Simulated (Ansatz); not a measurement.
Pressure series in BeSe

Start from BeSe in the zinc blende structure (space group F-43m, No. 216).

```xyz
2
Lattice="0.0000 2.5888 2.5888 2.5888 0.0000 2.5888 2.5888 2.5888 0.0000" Properties=species:S:1:pos:R:3 pbc="T T T"
Be     0.0000     0.0000     0.0000
Se     1.2944     1.2944     1.2944
```

Cell and atoms are relaxed at each pressure.

The values are results of PBE/PAW in Ansatz (a quantum-chemistry and plane-wave program), no spin-orbit coupling, not measurements.

Candidates:
(a) pressure 9 GPa
(b) pressure 2.1 GPa
(c) pressure 30 GPa

Before the change:

- Band gap: 2.67 eV

Question: Order them by band gap, highest first.

Answer: (b) pressure 2.1 GPa (2.62 eV), (a) pressure 9 GPa (2.45 eV), (c) pressure 30 GPa (2.03 eV)

Load acts through the strain it causes; cell and atoms are relaxed under it. No phonon test of stability was made. No other phases were tried under pressure.
